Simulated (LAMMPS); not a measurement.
MD of KCl (rock salt) at zero pressure, 1000 atoms, as a crystal; each row is its own run.

Method: classical MD, rigid Lennard-Jones ions of Joung and Cheatham, J. Phys. Chem. B 112, 9020 (2008), set for SPC/E water, PPPM sums, 10 Å cutoff with tail terms; code LAMMPS.

```csv
T (K),volume (Å³/atom)
200,32.162
300,32.531
630,33.903
790,34.677
940,35.560
1260,37.912
```

### Question
Fit a straight line, y = a + b x, to these rows (x is the first column, y the second) and predict the run at x = 470.

### Answer
Least squares gives a = 30.842 and b = 0.005265. At x = 470 the fit predicts 33.317 Å³/atom. The run itself gave 33.192 ± 0.004 Å³/atom, so the fit is 0.38 % high.

Caution: the potential ionic pair potential joung2008 is fitted for ions in water and for crystals near room temperature.

Caution (rows 470; 630; 790; 940; 1260): a run this short can hold a crystal over, or a liquid under, the potential's own melting point, which these runs don't give.
